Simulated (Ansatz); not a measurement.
**PBE and r2SCAN on defects in fcc Rh**

Formation energies from pure Rh and from alpha boron; graphite; ½ Cl2; ½ H2; ½ N2; ½ O2 (triplet), every term with the same functional: PBE relaxations in Ansatz (a program for electronic structure), and r2SCAN in PBE's cell and at PBE's places, which aren't its own minimum, while each reference phase is relaxed with its own functional.

Columns by functional: PBE, PAW; r2SCAN on PBE geometries, PAW in Ansatz. Neutral supercells at the host's relaxed lattice constants (Rh 32 sites, 6×6×6 shifted k-points), energies extrapolated to zero smearing, cell size and k-points not converged, no vibrational terms. The fixed cell raises the energies of interstitial Cl in Rh (neighbours pushed by over 0.15 Å), by an amount not measured here. The defect cells aren't spin-polarised. The reference for O is spin-polarised. Semilocal functionals overbind O2, which shifts all values for O alike. The zero-point energy of H, left out, is of the order of 0.1 eV and can turn the order of sites. Graphite stands without a dispersion term. The relaxations kept the symmetry of the starting sites, so a site may be a saddle.

```
defect                        E_f, PBE (eV)  E_f, r2SCAN (eV)
----------------------------  -------------  ----------------
B interstitial (octahedral)           -0.23             -0.56
H interstitial (octahedral)            0.23              0.17
C interstitial (octahedral)            1.00              0.73
N interstitial (octahedral)            1.77          withheld
B on the Rh site                       1.85              2.02
O interstitial (octahedral)            2.20              1.70
Cl on the Rh site                      2.81              2.60
Cl interstitial (octahedral)           5.27              4.48
```

### Question
Fit a straight line y = a + b·x to the 7 complete rows (x: E_f, PBE (eV); y: E_f, r2SCAN (eV)) and predict the withheld row, N interstitial (octahedral).

### Answer
Means x̄ = 1.876, ȳ = 1.591; Σ(x − x̄)² = 20.409, Σ(x − x̄)(y − ȳ) = 18.395; so b = 0.9013 and a = ȳ − b·x̄ = -0.09918, with R² = 0.98 and a root-mean-square residual of 0.23. At x = 1.77 the line gives ȳ + b(x − x̄) = 1.50.

The run for N interstitial (octahedral) gave 1.38, so the line lies 0.12 too high.

Over all 8 rows r2SCAN less PBE is -0.30 eV on average (median -0.30, from -0.79 to 0.17); the rows are of unlike kinds, so the high R² of such a line mostly reflects the spread of x.
